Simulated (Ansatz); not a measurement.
## How the cohesive energy of Be (model structure, started from the diamond type, Fd-3m, No. 227, 2 atoms in the cell) moves with the method

No measured value is used here.

| level (code) | value (eV/atom) | cell (Å³/atom) |
|---|---|---|
| LDA (Ansatz) | 2.48 | 14.04 |
| PBE (Ansatz) | 2.09 | 14.69 |
| PBEsol (Ansatz) | 2.29 | 14.48 |
| r²SCAN (Ansatz) | 2.08 | 14.98 |

Free atoms are spin-polarised, in the lowest state found; at levels without +SOC their spin–orbit coupling is left out.  Each level is taken at its own relaxed cell. Cutoffs differ between the levels. Ansatz's density-functional and Hartree–Fock values are scalar-relativistic unless marked +SOC, with PAW data made under PBE.

A model structure was made by putting elements into a prototype or built by hand; it is no filed structure, need not be a known phase, and can be a saddle point held by its symmetry.

Ansatz is a program for electronic structure.
